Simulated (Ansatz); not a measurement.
Where the default PAW files enter, the runs use the earlier of Ansatz's two default sets.

Input:

```xyz
2
Lattice="3.3396 0.0000 0.0000 -1.6698 2.8922 0.0000 1.6698 -0.9641 2.7267" Properties=species:S:1:pos:R:3 pbc="T T T"
B      0.0000     1.9281     0.6817
As     0.0000     0.0000     0.0000
```

Space group of this cell: F-43m, zinc blende. The cell is strained (all lengths scaled by 0.98); by r2SCAN its mean pressure is 5.7 GPa.

Transport runs along the normal of the first two printed cell vectors, the (111) plane of the conventional cell.

The gap is the functional's own. No spin-orbit coupling. Mid-gap values are interpolated on the energy grid.

Estimate the band gap and the smallest decay constant κ at mid-gap that r2SCAN (Ansatz, a program for electronic structure) returns for this system.

Gap 1.34 eV on a 12×12×12 mesh; κ = 0.122 1/Å, at the zone centre.
